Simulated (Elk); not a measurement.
Band structure of Cr3Cu (Pm-3m, 4 atoms in the cell).

```
CELL_PARAMETERS angstrom
      3.60192     0.00000     0.00000
      0.00000     3.60192     0.00000
      0.00000     0.00000     3.60192
ATOMIC_POSITIONS crystal
  Cr 0.00000 0.50000 0.50000
  Cr 0.50000 0.00000 0.50000
  Cr 0.50000 0.50000 0.00000
  Cu 0.00000 0.00000 0.00000
```

Computed with LDA (PW92), all-electron FP-LAPW, Elk's shipped species files, LAPW+lo basis (Elk).

Settings: rgkmax = 7.5; stype = 0; swidth = 0.00367493 Ha; ngridk = 12 12 12; gmaxvr = 14 1/bohr; nxoapwlo = 1; rmtscf = 0.94; maxscl = 100.

The starting cell comes from a database of computed structures (which also holds hypothetical and non-ambient phases and stackings), without a prior relaxation at this level. Spin polarisation is off. Values depend on the basis (sphere radii, cutoffs, local orbitals), which need not be converged.

Levels in eV from the Fermi level, bands 26 to 33:
```csv
point,26,27,28,29,30,31,32,33
Γ,-0.94,-0.94,1.09,1.09,1.09,1.76,1.76,2.42
X,-1.92,-0.32,-0.32,-0.20,-0.05,0.48,0.77,0.77
M,-1.62,-1.44,-1.44,-0.09,-0.09,0.37,0.37,0.39
R,-0.68,-0.68,0.00,0.00,0.00,0.91,1.01,1.01
```

Bands cross the Fermi level along this path, so the cell is metallic at this level.
